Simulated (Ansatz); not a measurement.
We consider cubic perovskite KMgF₃, described by PBE-D3(BJ) (plane waves, PAW; Ansatz, a program for electronic structure).

Numerical settings: plane-wave cutoff 520 eV, 8×8×8 k mesh, Fermi–Dirac smearing 0.01 eV, scalar-relativistic PAW data made under PBE.

Computed at the level's own relaxed cell.

```yaml
crystal:
  lattice:
    - [4.01670, 0.00000, 0.00000]
    - [0.00000, 4.01670, 0.00000]
    - [0.00000, 0.00000, 4.01670]
  atoms:
    - { symbol: K, position: [0.00000, 0.00000, 0.00000] }
    - { symbol: Mg, position: [0.50000, 0.50000, 0.50000] }
    - { symbol: F, position: [0.50000, 0.00000, 0.50000] }
    - { symbol: F, position: [0.00000, 0.50000, 0.50000] }
    - { symbol: F, position: [0.50000, 0.50000, 0.00000] }
```

Problem. List the 18 lowest band energies at Γ above −25 eV (eV, relative to the valence band maximum), grouping those that round alike.

Solution. At Γ: -20.05, -19.43 (×2), -9.18 (×3), -2.35 (×3), -0.60 (×3), -0.32 (×3), 7.16, 10.06 (×2).
